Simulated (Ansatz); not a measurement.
Charge-transition levels above the valence-band maximum in wurtzite AlN (eV), each at one geometry relaxed with PBE and evaluated in Ansatz (a first-principles code) with PBE, r2SCAN. Host gaps: PBE 4.03 eV, r2SCAN 4.67 eV. Set-up: 96-site cell; 2×2×2 shifted k-points; charged states image-corrected; no spin–orbit coupling; no Hubbard U; corrections pass 1 eV, so highly charged states may be off by several tenths; flagged in the runs: for some of the defects a host whose relaxation on this sampling wasn't shown to rest, a strain field that reaches the edge of the cell.

```tsv
defect	PBE	r2SCAN
As on the N site (+1/0)	0.55	0.67
Mn on the Al site (+1/0)	1.23	1.14
Zr on the Al site + N vacancy (+2/+1)	1.89	2.11
Al vacancy + Si on the Al site [the Al site; Al 3.09 Å away] (0/−1)	1.16	1.49
Al vacancy + Si on the Al site [the Al site; Al 3.13 Å away] (0/−1)	1.19	1.52
Al vacancy + Si on the Al site [the Al site; Al 3.09 Å away] (−1/−2)	1.92	2.08
Al vacancy + Si on the Al site [the Al site; Al 3.13 Å away] (−1/−2)	1.95	2.12
Sb on the N site (+1/0)	1.13	1.30
N vacancy (broken-bond start) [the N site; a neighbour pushed 0.95 Å away from the vacancy, along c] (+2/+1)	0.14	0.50
```

PBE less r2SCAN: over the 9 rows with both numbers (drawn at random from the settled rows of this host; unsettled states are left out), mean -0.20 eV, median -0.17 eV, mean size 0.22 eV, from -0.36 to 0.09 eV.
